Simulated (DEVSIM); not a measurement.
System: abrupt InP p-n junction, at 300 K.

| layer (left to right) | material | thickness (μm) | Nd (cm⁻³) | Na (cm⁻³) | τn (s) | τp (s) |
|---|---|---|---|---|---|---|
| 1 | InP | 14.0 | - | 1.5e16 | 4e-10 | 4e-10 |
| 2 | InP | 0.680 | 9.8e14 | - | 4e-10 | 4e-10 |

Left contact: ohmic. Right contact: ohmic. Voltage is applied to the left contact. Recombination: SRH at mid-gap, radiative. Mobility is constant in doping.

Constants are typed, rounded textbook-type inputs, not results; the design itself was drawn at random and stands for no fabricated device. Values at 300 K.

| parameter | InP |
|---|---|
| gap (eV) | 1.344 |
| affinity (eV) | 4.38 |
| permittivity | 12.5 |
| Nc (cm⁻³) | 5.7e17 |
| Nv (cm⁻³) | 1.1e19 |
| μn (cm²/Vs) | 5200 |
| μp (cm²/Vs) | 170 |
| B (cm³/s) | 1.2e-10 |

DEVSIM, 1D drift-diffusion, Boltzmann statistics, complete ionisation; no tunnelling, impact ionisation, image-force lowering or self-heating.

Q: Give the dark forward current.

A: 
```
V (V)  J (A/cm²)
-----  ---------
0.05      2.8e-8
0.10      1.0e-7
0.20      8.4e-7
0.25      2.4e-6
0.30      6.6e-6
0.35      1.9e-5
0.45     0.00015
0.50     0.00042
0.55      0.0012
0.65       0.011
0.70       0.035
0.75        0.12
0.85         1.5
0.90         4.5
0.95          11
1.00          20
1.10          45
1.15          60
1.20          77
1.30         110
1.35         140
1.40         160
1.50         210
1.55         230
1.60         260
1.65         290
1.75         360
1.80         400
```
